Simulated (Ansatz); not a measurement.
Consider Cr in the bcc (W type) structure (space group Im-3m, No. 229; not spin-polarised; relaxed with 0.1 eV smearing).

```
Cr
1.0
   -1.41482     1.41482     1.41482
    1.41482    -1.41482     1.41482
    1.41482     1.41482    -1.41482
Cr
1
Direct
  0.00000   0.00000   0.00000
```

Cartesian axes are those of the cell as printed.

Level of theory: r2SCAN (Ansatz, a quantum-chemistry and plane-wave program, PAW, spin-orbit coupling left out).

Before the change:

- Pressure = 0.0 GPa
- Shortest interatomic distance = 2.451 Å

The change: biaxial strain −3.54 %, plane normal [001], relaxed out of plane (Cartesian); in-plane vectors clamped, the third vector and the atoms free.

**Question.** What does the calculation give for the pressure after the change?

**Answer.** The pressure (mean of the normal stresses, compression positive) goes from zero to 16.0 GPa.

**Question.** What happens to the energy relative to the base?

**Answer.** The energy rises by 57 meV/atom.

**Question.** What happens to the shortest interatomic distance?

**Answer.** The shortest interatomic distance decreases by 0.0385 Å, from 2.451 Å to 2.412 Å.

Whether these cells are dynamically stable was not tested. Seeded moments were not kept for the base. All final runs are without spin polarisation. Real Cr is antiferromagnetic at low temperature and ambient pressure, an order that this cell doesn't hold.
